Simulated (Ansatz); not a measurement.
**Al: response to strain**

The parent structure is Al in the fcc (Cu type) structure (space group Fm-3m, No. 225; a = 3.994 Å; relaxed with 0.1 eV smearing). Axes: x, y, z lie along the cube axes.

Strains are applied to the cell and any free atomic positions relax; under biaxial strain the out-of-plane vector relaxes too.

The values are results of DFT with r2SCAN, PAW potentials and a 500 eV plane-wave cutoff in Ansatz (a program for electronic structure), without spin-orbit coupling, not measurements.

Notes on the quantities. in-plane stress: mean in-plane stress (compression positive).

```tsv
case	in-plane stress	ratio −ε⊥/ε∥
biaxial strain +0.50 %, plane normal [001], relaxed out of plane	-0.6 GPa	–
biaxial strain +1.00 %, plane normal [001], relaxed out of plane	-1.3 GPa	1.02
biaxial strain +1.50 %, plane normal [001], relaxed out of plane	-1.9 GPa	0.96
biaxial strain +2.00 %, plane normal [001], relaxed out of plane	-2.6 GPa	0.93
biaxial strain +2.50 %, plane normal [001], relaxed out of plane	-3.1 GPa	0.92
biaxial strain +3.00 %, plane normal [001], relaxed out of plane	-3.7 GPa	0.91
```

Stability against distortions was not tested.
